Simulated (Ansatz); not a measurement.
# C under a change: biaxial strain +0.83 %, plane normal [111], relaxed out of plane

Take C in the diamond structure (space group Fd-3m, No. 227; a = 3.560 Å) as the base. Axes: x, y, z lie along the cube axes.

It is then changed as follows: tensile biaxial strain of 0.83 % in the plane normal to [111], as in epitaxy on a mismatched substrate; the out-of-plane cell vector and the atoms relax.

Method: plane-wave PAW DFT at the r2SCAN level (Ansatz, a quantum-chemistry and plane-wave program, 500 eV), without spin-orbit coupling. Γ-centred 16×16×16 mesh, Fermi–Dirac width 0.05 eV.

```tsv
quantity	base	changed	shift
volume per atom	5.64 Å³	5.73 Å³	+0.09 Å³
space group	Fd-3m (No. 227)	R-3m (No. 166)	–
shortest interatomic distance	1.542 Å	1.541 Å	-0.001 Å
energy relative to the base (free energy F)	0 meV/atom	+3.1 meV/atom	+3.1 meV/atom
band gap	4.36 eV	4.32 eV	-0.04 eV
gap character	–	indirect, Γ → F–Γ (25 % along)	–
smallest direct gap	5.90 eV	5.76 eV	-0.14 eV
valence-band top at Γ (three highest levels, from the VBM)	0.00, 0.00, 0.00 eV	0.00, -0.01, -0.01 eV	–
valley order (the lowest conduction-band minima on the path, energy above the VBM, named in the base's zone)	a point along ⟨100⟩, about 1.3 Å⁻¹ from Γ 4.36 eV	a point along [001], about 1.3 Å⁻¹ from Γ 4.32 eV; Γ 5.76 eV	–
out-of-plane strain	–	-0.08 %	–
ratio −ε⊥/ε∥	–	0.09	–
mean in-plane stress (compression positive)	–	-10.3 GPa	–
```

Final structure (turned so that z lies along the plane normal):

```
CELL_PARAMETERS angstrom
      2.53839     0.00000     0.00000
      1.26920     2.19831     0.00000
      1.26920    -0.73277     2.05392
ATOMIC_POSITIONS crystal
  C  0.00008 0.99996 0.99988
  C  0.49992 0.25004 0.75012
```

Stability against distortions was not tested. k-point labels follow each cell's own Brillouin zone.
